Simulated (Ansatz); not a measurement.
The starting structures come from a database of crystals and need not be the phases stable at ambient conditions.

 Where the default PAW files enter, the runs use the earlier of Ansatz's two default sets.

The decay constant κ of evanescent states in the gap governs leakage through a thin film.

Data:

```yaml
crystal:
  lattice:
    - [5.69274, 0.00000, 0.00000]
    - [2.10908, 5.30815, 0.00000]
    - [0.00000, 0.00000, 5.63889]
  atoms:
    - { symbol: Fe, position: [0.28712, 0.20349, 0.50883] }
    - { symbol: Fe, position: [0.71288, 0.79651, 0.49117] }
    - { symbol: Fe, position: [0.71288, 0.29651, 0.00883] }
    - { symbol: Fe, position: [0.28712, 0.70349, 0.99117] }
    - { symbol: As, position: [0.85295, 0.37204, 0.63094] }
    - { symbol: As, position: [0.14705, 0.62796, 0.36906] }
    - { symbol: As, position: [0.14705, 0.12796, 0.13094] }
    - { symbol: As, position: [0.85295, 0.87204, 0.86906] }
    - { symbol: S, position: [0.65224, 0.67801, 0.13011] }
    - { symbol: S, position: [0.34776, 0.32199, 0.86989] }
    - { symbol: S, position: [0.34776, 0.82199, 0.63011] }
    - { symbol: S, position: [0.65224, 0.17801, 0.36989] }
```

Space group of this cell: P2_1/c. The cell is taken as given.

Transport runs along the normal of the first two printed cell vectors.

The gap is the functional's own. No spin-orbit coupling. Mid-gap values are interpolated on the energy grid.

### Question
Predict the band gap and the smallest decay constant κ at mid-gap from r2SCAN in Ansatz (a program for electronic structure).

### Answer
Gap 0.83 eV on a 6×6×6 mesh; κ = 0.218 1/Å, at (0.333, 0.500) of the in-plane reciprocal vectors. At the zone centre, at the nearest computed energy, the slowest state has κ = 0.27 1/Å.
